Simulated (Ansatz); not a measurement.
Input and output of a dielectric-response calculation for KMgH₃ (Pm-3m, 5 atoms in the cell) (Ansatz, a first-principles code).

Level of theory: LDA (PW92), default PAW files made with PBE (plane waves; Ansatz).

```xyz
5
Lattice="3.9682 0.0000 0.0000 0.0000 3.9682 0.0000 0.0000 0.0000 3.9682" Properties=species:S:1:pos:R:3 pbc="T T T"
K      0.0000     0.0000     0.0000
Mg     1.9841     1.9841     1.9841
H      1.9841     0.0000     1.9841
H      0.0000     1.9841     1.9841
H      1.9841     1.9841     0.0000
```

Reference input (self-consistent single point, DFT, LDA (PW92), plane waves, default PAW files made with PBE): basis.ecutwfc = 420 eV; kpoints.mp_grid.grid = 6 6 6; hamiltonian.xc = lda; hamiltonian.pseudopotentials = {kind: paw} (the program's default PAW files); scf.occupations.method = fixed. This run's input differs from it in these lines:

Ansatz 0.2 input:
```diff
@@ -14,3 +14,3 @@
 kpoints:
-  mp_grid: { grid: [6, 6, 6] }
+  mp_grid: { grid: [10, 10, 10] }
 hamiltonian:
@@ -20,6 +20,4 @@
   occupations: { method: fixed }
-output:
-  forces: true
-  eigenvalues: true
-  stress: true
+dielectric:
+  field_mesh: kpoints
```

Output (repeated stretches shortened):

```
SCF iter   1: F=—  HF=-3446.351304 eV  |F-HF|=—  |Δ(HF+E_count)|=         —  Δρ=1.18e-2  dr2=6.23e-2  ethr=1.77e-3  ⟨swp⟩=4.8  Hψ=9352  notcnv=0  defer=317
all-band conjugate gradients solve this SCF's bands
preconditioner: auto → Resta (q_TF=auto, 2.293 Å⁻¹)
SCF iter   2: F=—  HF=-3446.329100 eV  |F-HF|=—  |Δ(HF+E_count)|=   2.22e-2  Δρ=5.17e-3  dr2=1.28e-2  ethr=2.83e-4  ⟨swp⟩=1.5  Hψ=3146  notcnv=0  defer=323
   [... lines left out ...]
SCF iter   4: F=—  HF=-3446.324110 eV  |F-HF|=—  |Δ(HF+E_count)|=   1.69e-5  Δρ=7.60e-5  dr2=2.01e-6  ethr=2.23e-7  ⟨swp⟩=1.7  Hψ=2252  notcnv=0  defer=229
SCF iter   5: F=—  HF=-3446.324111 eV  |F-HF|=—  |Δ(HF+E_count)|=   1.21e-6  Δρ=9.22e-6  dr2=4.30e-8  ethr=9.15e-9  ⟨swp⟩=2.4  Hψ=2737  notcnv=0  defer=126
SCF iter   6: F=—  HF=-3446.324111 eV  |F-HF|=—  |Δ(HF+E_count)|=   1.07e-8  Δρ=1.78e-6  dr2=2.83e-9  ethr=1.95e-10  ⟨swp⟩=2.0  Hψ=2397  notcnv=0  defer=126
SCF iter   7: F=-3446.324111 eV  HF=-3446.324111 eV  |F-HF|=2.27e-12  |Δ(HF+E_count)|=  4.50e-10  Δρ=2.82e-7  dr2=2.63e-11  ethr=1.00e-12  ⟨swp⟩=6.5  Hψ=9717  notcnv=0
SCF 1 converged in 7 iterations: F = -3446.324111 eV  dr2 = 2.63e-11
DFPT response loops at Γ: preconditioner auto → none (the input reference at scf.mixing.eps_inf says where Resta's filter doesn't serve); β = 0.50 …
Free energy (F): -3446.324111 eV
Internal energy: -3446.324111 eV  (E = F + TS)
E sigma→0 (E₀):  -3446.324111 eV
Fermi energy:    3.282762 eV
--- Dielectric response (ions clamped): 1 representative field direction + reference, on 126 of 1000 k-points (Σ response iterations 7) ---
  k mesh reduced under 8 symmetry operations, with k and −k counted as one. Each operation leaves every solved perturbation unchanged …
  ε∞ (high-frequency dielectric tensor):
        3.792436    -0.000000    -0.000000
   [... lines left out ...]
        -0.00000   -0.80680    0.00000
         0.00000    0.00000   -0.80680
    site 4:
        -0.80680    0.00000    0.00000
        -0.00000   -0.80680    0.00000
         0.00000    0.00000   -1.21996
  Z* charge neutrality: 3.175e-7 e pre-enforcement
  k-mesh period / interband length: 39.7 Å / 1.51 Å = 26.30 at k = (0.0000, 0.0000, -0.5000), direct gap 5.121 eV — 14 or more, which is no proof of convergence
```

The run converged in 7 iterations. 

Summary of the result:
```
Property                                                                                                                       Value
----------------------------------------------------------------------------------------  ------------------------------------------
Free energy E − TS (on the zero of these files)                                                                        -3446.3241 eV
Top of the valence band (on the code's own zero)                                                                             3.28 eV
Gap on the k-point mesh                                                                                                      2.20 eV
ε∞ at this k-point mesh, which may be far from converged in small-gap cells (xx, yy, zz)                            3.79, 3.79, 3.79
Born charges at this mesh (mean of the diagonal, e)                                       K 0.97, Mg 1.87, H -0.94, H -0.94, H -0.94
```

The starting cell comes from a database of computed structures (which also holds hypothetical and non-ambient phases and stackings), without a prior relaxation at this level. Its lattice was rescaled by up to half a per cent.

Cost on one core of a shared machine: roughly 30 s.
